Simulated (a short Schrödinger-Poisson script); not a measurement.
From a short Schrödinger-Poisson script (our own, NumPy): 1D Poisson equation in equilibrium, electrons quantum, Hartree (BenDaniel-Duke, 12 states a valley, the channel's in-plane mass for all, wave functions ending at the dielectric), parabolic valleys, classical holes, full ionisation, no traps, pinning or gate leakage.

Structure: symmetric double-gate stack, Al2O3 on p-type Si(100), at 300 K.

From the gate side: 6.4 nm Al2O3; 2 nm Si, acceptors 2e16 cm⁻³; 6.4 nm Al2O3.

Constants are typed, rounded textbook-type inputs, not results; the design itself was drawn at random and stands for no fabricated device. Al2O3: permittivity 9, conduction-band edge (eV) 2.7, gap (eV) 6.8, electron mass (mₑ) 0.3. Si: permittivity 11.7, conduction-band edge (eV) 0, gap (eV) 1.124, Nv at 300 K (cm⁻³) 3.1e19.

Channel valleys (confinement mass, in-plane density-of-states mass, number): Δ2 0.916, 0.19, 2; Δ4 0.19, 0.417, 4. At the gates, both at one voltage, the conduction-band edge of layer 1 lies 2.78 eV − eVg above the Fermi level of the channel. Gaps are held at their typed values at every temperature. Mesh 0.03 nm at interfaces.

**Question.** Give the sheet density of all electrons at Vg = 0.3 V (cm⁻²); the lowest subband against the Fermi level at Vg = 1.5 V (meV); the sheet density of all electrons at Vg = 1.5 V (cm⁻²).

**Answer.** sheet density of all electrons at Vg = 0.3 V (cm⁻²): 1.90e12; lowest subband against the Fermi level at Vg = 1.5 V (meV): -110; sheet density of all electrons at Vg = 1.5 V (cm⁻²): 1.75e13.
